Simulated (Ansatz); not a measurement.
**Au: isotropic strain +2.52 %**

Take Au in the fcc (Cu type) structure (space group Fm-3m, No. 225; a = 4.0829 Å; relaxed with 0.1 eV smearing) as the base.

Now apply this change: an isotropic linear strain of +2.52 %, atoms relaxed at fixed cell.

Method: Kohn–Sham DFT with the PBEsol functional, run in Ansatz (a program for electronic structure) with PAW and 420 eV plane waves, without spin-orbit coupling, earlier PAW set. Γ-centred 28×28×28 mesh, Fermi–Dirac width 0.1 eV.

The volume per atom goes up by 1.319 Å³ (17.02 Å³ → 18.33 Å³) and the space group is still Fm-3m (No. 225). The shortest interatomic distance increases by 0.073 Å to 2.960 Å and the energy rises by 47 meV/atom. The pressure goes from zero to -10.5 GPa and the band gap is still zero.

Stability against distortions was not tested.
